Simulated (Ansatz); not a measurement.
Take WC (space group P-6m2, No. 187; a = 2.9219 Å, c = 2.8471 Å) as the base.

(Cell as relaxed with PBE.)

Levels (all Ansatz, a first-principles code, PAW): PBE (420 eV, without spin-orbit coupling); r2SCAN (500 eV, no SOC).

Each level relaxes its own structure.

```tsv
base	PBE	r2SCAN
volume per atom	10.52 Å³	10.42 Å³
lattice parameter a	2.922 Å	2.912 Å
band gap	zero	zero
```

Perturbation: a negative pressure, −2 GPa.

| quantity | PBE | r2SCAN |
|---|---|---|
| lattice parameter a | 2.927 Å | 2.917 Å |
| c/a ratio | 0.974 | 0.974 |

PBE's lattice parameter a lies 0.010 Å above r2SCAN's (0.3 %); the two agree on the c/a ratio. Neither level is exact; r2SCAN is the comparison here, not a measurement.

Load acts through the strain it causes; cell and atoms are relaxed under it. Stability against distortions was not tested. The final runs are not spin-polarised.
